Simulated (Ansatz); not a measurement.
An Ansatz (a quantum-chemistry and plane-wave program) run: Be5Au with a change (biaxial strain +2.39 %, plane normal [001], relaxed out of plane); PBEsol/PAW in Ansatz, spin-orbit coupling left out.

Input:

Ansatz 0.2 input:
```yaml
crystal:
  lattice:
    - [4.3965159196, 0, 0]
    - [0, 4.3965159196, 0]
    - [2.1982579598, -2.1982579598, 2.9999570134]
  atoms:
    - { symbol: Be, position: [0.6247427908, 0.6247427908, 0.2494855815] }
    - { symbol: Be, position: [0.6247427908, 0.6247427908, 0.7505144184] }
    - { symbol: Be, position: [0.6247427908, 0.1257716277, 0.7505144184] }
    - { symbol: Be, position: [0.1257716277, 0.6247427908, 0.2494855815] }
    - { symbol: Be, position: [0.25, 0.25, 0.5] }
    - { symbol: Au, position: [0, 0, 0] }
basis: { ecutwfc: 420, ecutrho_ratio: 4, xc_grid: 2, fft_grid_basis: typed }
kpoints: { mp_grid: { grid: [13, 13, 13] } }
hamiltonian:
  xc: pbesol
  dispersion: none
  pseudopotentials: { kind: paw }
scf: { occupations: { method: fermi_dirac, width: 0.05 } }
relax: { f_tol: 0.005, max_steps: 50, cell: { stress_tol: 0.01, fix: [a, b, gamma] } }
output: { forces: true, stress: true }
checkpoint: { write: state.ck, write_every: 1000 }
```

Output (explanatory and most iteration lines left out):

```
Relaxation: its limit of steps is 50 (relax.max_steps)
Pseudopotential: Be, paw, valence charge 2
Pseudopotential: Au, paw, valence charge 19
Crystal: 6 atoms, lattice volume = 57.987 Å³
Basis set: ecut = 420 eV, 1139 PW (Γ), exchange–correlation on 60×60×60 points (8 copies of the dense FFT grid, shifted against one another)
Bands: 21, of which v1, the nominal top of the filled ones, is band 15 counted from 1 (14 counted from 0)
Symmetry: 8 space group operations
Space group: I-4m2 (ITA 119), of the structure as read, at distance tolerance 3.9e-5 Å
k-points: 196 of 2197 (time reversal used)
Functional: x = pbesol(κ = 0.804, μ = 0.12345679012345678), c = pbesol(β = 0.046)
SCF iter   1: F=—  HF=-13459.498619 eV  |F-HF|=—  |Δ(HF+E_count)|=         —  Δρ=2.25e-3  dr2=2.10e-3  ethr=1.77e-3  ⟨swp⟩=5.9  Hψ=20169  notcnv=0
SCF iter   2: F=—  HF=-13459.498066 eV  |F-HF|=—  |Δ(HF+E_count)|=   5.52e-4  Δρ=1.24e-3  dr2=8.17e-4  ethr=7.26e-6  ⟨swp⟩=1.5  Hψ=6168  notcnv=0
SCF 1 converged in 6 iterations: F = -13459.497708 eV  dr2 = 2.25e-9
relax step   1: F+E_penalty+E_count = -13459.49770778 eV  Δ(F+E_penalty+E_count) = +0.000e0 eV  max|allowed force component| = 3.376e-2 eV/Å  Δτ_max = 0.0000 Å  P = -4.665 GPa  Ω = 57.987 Å³  fix = [a, b, gamma]  reactions: a -7.743, b -7.743 GPa  (6 SCF iters, dr2 threshold 1.00e-7 eV, accepted)
[... steps on the carried basis left out ...]
relax step   4: F+E_penalty+E_count = -13459.49913799 eV  Δ(F+E_penalty+E_count) = -1.093e-5 eV  max|allowed force component| = 2.661e-4 eV/Å  Δτ_max = 0.0007 Å  P = -5.277 GPa  Ω = 58.252 Å³  energy of the carried Pulay correction = -5.717e-5 eV  fix = [a, b, gamma]  reactions: a -7.916, b -7.916 GPa  (5 SCF iters, dr2 threshold 2.26e-9 eV, accepted)
Crystal: 6 atoms, lattice volume = 58.252 Å³
SCF iter   1: F=—  HF=-13459.499206 eV  |F-HF|=—  |Δ(HF+E_count)|=         —  Δρ=6.37e-5  dr2=5.24e-8  ethr=7.25e-9  ⟨swp⟩=3.6  Hψ=31387  notcnv=0
SCF iter   2: F=—  HF=-13459.499195 eV  |F-HF|=—  |Δ(HF+E_count)|=   1.07e-5  Δρ=3.23e-5  dr2=1.34e-8  ethr=1.81e-10  ⟨swp⟩=2.1  Hψ=5870  notcnv=0
SCF 5 converged in 5 iterations: F = -13459.499195 eV  dr2 = 7.43e-13
SCF converged after 5 iterations
Free energy (F): -13459.499195 eV
Internal energy: -13459.492232 eV  (E = F + TS)
E sigma→0 (E₀):  -13459.495714 eV
Entropy (-TS):   -0.006963 eV (-1.160 meV/atom)
Fermi energy:    12.235643 eV
--- Forces (eV/Å), atoms counted from 1 ---
  atom   1  Be     0.00027226     0.00000000     0.00011247
  atom   2  Be     0.00000000     0.00027226    -0.00011247
  atom   3  Be     0.00000000    -0.00027226    -0.00011247
  atom   4  Be    -0.00027226     0.00000000     0.00011247
  atom   5  Be     0.00000000     0.00000000     0.00000000
  atom   6  Au    -0.00000000     0.00000000     0.00000000
--- Stress (GPa, compression-positive) ---
       -7.914953       0.000000       0.000000
        0.000000      -7.914953       0.000000
        0.000000       0.000000       0.001383
  P = ⅓ Tr σ = -5.2762 GPa (-52.762 kbar)
--- Relaxed structure (4 steps of the walk, 4 accepted, 1 SCFs on fresh bases) ---
  cell:  # Å, volume = 58.2521 Å³
    - [4.3965159196, 0.0, -2.187619025554179e-33]
    - [0.0, 4.3965159196, 0.0]
    - [2.1982579598, -2.1982579598, 3.0136577781889025]
  atoms:
    - { symbol: Be, position: [0.625730168707573, 0.6243943917529652, 0.2487887835059303] }
    - { symbol: Be, position: [0.6243943917529652, 0.6257301687075731, 0.7512112164940696] }
    - { symbol: Be, position: [0.6243943917529652, 0.1254810477864965, 0.7512112164940696] }
    - { symbol: Be, position: [0.12548104778649655, 0.6243943917529652, 0.2487887835059303] }
    - { symbol: Be, position: [0.24999999999999992, 0.24999999999999992, 0.49999999999999994] }
    - { symbol: Au, position: [-3.430677868398851e-17, -3.2568228506434083e-17, 1.2046863423294236e-20] }
```

Without a gap, meshes like the base's 13×13×13 leave anisotropic stresses uncertain by several tenths of a GPa, and small strain energies with them. No phonon test of stability was made. The cell was made from Be$_{5}$Au (space group F-43m, No. 216) by this change: biaxial strain +2.39 %, plane normal [001], relaxed out of plane.
